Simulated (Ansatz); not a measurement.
Data:

```xyz
2
Lattice="0.0000 2.8629 2.8629 2.8629 0.0000 2.8629 2.8629 2.8629 0.0000" Properties=species:S:1:pos:R:3 pbc="T T T"
Be     0.0000     0.0000     0.0000
Te     4.2944     4.2944     4.2944
```

Computed with r2SCAN with spin-orbit coupling, rigid bands (plane waves, PAW; Ansatz, a first-principles code). Condition of this run: hydrostatic pressure -2 GPa (the target of the relaxation). Geometry: cell and atoms relaxed with r2SCAN, then loaded as said.

Task: What conductivity effective mass do dilute holes have at 300 K?

Result: 0.42 mₑ.

Task: What conductivity effective mass do dilute electrons have at 300 K?

Result: 0.39 mₑ.

Task: And the band gap?

Result: 2.17 eV at this level; semilocal functionals usually fall short of the measured gap.

Rigid bands, one relaxation time for all states, no polarons.
